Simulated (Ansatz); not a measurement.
## ZrC in the rock salt structure (space group Fm-3m, No. 225)

```yaml
crystal:
  lattice:
    - [0.00000, 2.35440, 2.35440]
    - [2.35440, 0.00000, 2.35440]
    - [2.35440, 2.35440, 0.00000]
  atoms:
    - { symbol: Zr, position: [0.00000, 0.00000, 0.00000] }
    - { symbol: C, position: [0.50000, 0.50000, 0.50000] }
```

Computed with PBE (Ansatz, a program for electronic structure), spin-orbit coupling left out. Settings: 17×17×17 k-points, 0.05 eV Fermi–Dirac smearing.

```json
{
  "volume_per_atom": "13.05 Å³",
  "density": "6.57 g/cm³",
  "band_gap": "zero",
  "total_energy": "-2218.248 eV/atom (σ→0; compares only within this code and set-up)"
}
```

Whether these cells are dynamically stable was not tested. All final runs are without spin polarisation.
